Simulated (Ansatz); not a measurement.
Convergence study of shifted k-point meshes for K₂Pd (P4mm, 3 atoms in the cell)

```xyz
3
Lattice="5.6841 0.0000 0.0000 0.0000 5.6841 0.0000 0.0000 0.0000 3.6763" Properties=species:S:1:pos:R:3 pbc="T T T"
K      0.0000     2.8420     1.8382
K      2.8420     0.0000     1.8382
Pd     0.0000     0.0000     0.0500
```

Method of the run: PBEsol, default PAW files made with PBE (plane waves; Ansatz, an electronic-structure program).

Base settings: basis.ecutwfc = 420 eV; kpoints.mp_grid.grid = 6 6 9; hamiltonian.xc = pbesol; hamiltonian.pseudopotentials = {kind: paw} (the program's default PAW files); scf.occupations.method = fermi_dirac; scf.occupations.width = 0.1 eV.

In this ladder: kpoints.mp_grid.shift = 0.5 0.5 0.5.

Only quantities that move along the ladder and can be compared are tabulated.

The count of work is k-points × plane waves × bands × iterations; it is no time. Core times come from one kind of shared machine, to one figure; runs under 30 s give none.

The starting cell comes from a database of computed structures (which also holds hypothetical and non-ambient phases and stackings), without a prior relaxation at this level. Its lattice was rescaled by up to half a per cent. One atom was moved a little off its site on purpose. Spin polarisation is off. Ansatz's pressure includes its estimate of the finite-basis (Pulay) stress.

```csv
kpoints.mp_grid.grid,free energy less the last step's (meV/atom),pressure (GPa),largest difference of a force vector from the last step's (eV/Å),count of work / last,core time / last (rough)
1 1 2,291.56,-0.93,0.006,0.0016,–
2 2 2,-101.20,-1.14,0.009,0.0014,–
2 2 3,75.63,-0.81,0.000,0.0028,–
3 3 4,12.96,-0.89,0.001,0.0073,–
3 3 5,-25.42,-1.10,0.002,0.011,–
4 4 5,-10.82,-1.06,0.000,0.011,–
4 4 6,13.52,-0.93,0.001,0.011,–
5 5 7,-6.00,-1.03,0.001,0.029,–
5 5 8,3.55,-0.98,0.001,0.029,–
6 6 9,-1.25,-0.99,0.001,0.031,–
6 6 10,-0.57,-1.00,0.000,0.036,–
7 7 11,0.75,-0.98,0.000,0.073,–
8 8 12,-0.36,-1.00,0.000,0.073,–
9 9 13,0.28,-0.99,0.000,0.13,–
9 9 14,-0.29,-1.00,0.000,0.13,–
10 10 16,0.00,-0.99,0.000,0.15,–
11 11 18,0.05,-0.99,0.000,0.23,–
13 13 19,0.00,-0.99,0.000,0.34,0.2
14 14 21,0.02,-0.99,0.000,0.37,0.2
16 16 24,0.00,-0.99,0.000,0.52,0.4
17 17 26,0.01,-0.99,0.000,0.71,0.5
19 19 29,0.00,-0.99,0.000,1.0,1
```

Coarsest kpoints.mp_grid.grid that holds the forces within 0.005 eV/Å of the last step, with all finer ones: 2 2 3, at 0.0028 of the last step's count of work; the step before is off by 0.009 eV/Å.

Coarsest kpoints.mp_grid.grid that holds the free energy within 5 meV/atom of the last step, with all finer ones: 5 5 8, at 0.029 of the last step's count of work; the step before is off by 6.0 meV/atom.

Coarsest kpoints.mp_grid.grid that holds the pressure within 0.05 GPa of the last step, with all finer ones: 5 5 7, at 0.029 of the last step's count of work; the step before is off by 0.07 GPa.

Keys are those of Ansatz 0.2.
